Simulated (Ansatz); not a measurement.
Functionals compared on the (111) surface of fluorite-type CoSi2 in its 1x1 cell (cut with top plane Si, bottom plane Si), outermost plane spacing 0.77 Å in the ideal cut, in Ansatz (plane waves, PAW). The structure was relaxed with PBE; the other rows are single points on it, each with its references at the same level. Cutoff 420 eV (500 eV for r2SCAN).

Model: 12-atom slab, Co4Si8, 10.8 Å thick at the start, 11x11x1 mesh, Fermi-Dirac 0.1 eV, dipole correction, all atoms relaxed; start symmetry kept, larger cells not searched; no spin (magnetic order not tried), no spin-orbit, no U. These notes are the PBE run's.

```json
[
 {"functional": "PBE", "surface energy (J/m²)": "1.46", "work function of the top face (eV)": "4.99", "rough cost of the single point": "–"},
 {"functional": "LDA", "surface energy (J/m²)": "1.74", "work function of the top face (eV)": "5.18", "rough cost of the single point": "very roughly 22 core-seconds"},
 {"functional": "PBEsol", "surface energy (J/m²)": "1.68", "work function of the top face (eV)": "5.05", "rough cost of the single point": "about 24 core-seconds (a rough figure)"},
 {"functional": "RPBE", "surface energy (J/m²)": "1.33", "work function of the top face (eV)": "4.91", "rough cost of the single point": "very roughly 21 core-seconds"},
 {"functional": "r2SCAN", "surface energy (J/m²)": "1.65", "work function of the top face (eV)": "5.15", "rough cost of the single point": "about 40 core-seconds (a rough figure)"}
]
```

Ansatz is a first-principles code.
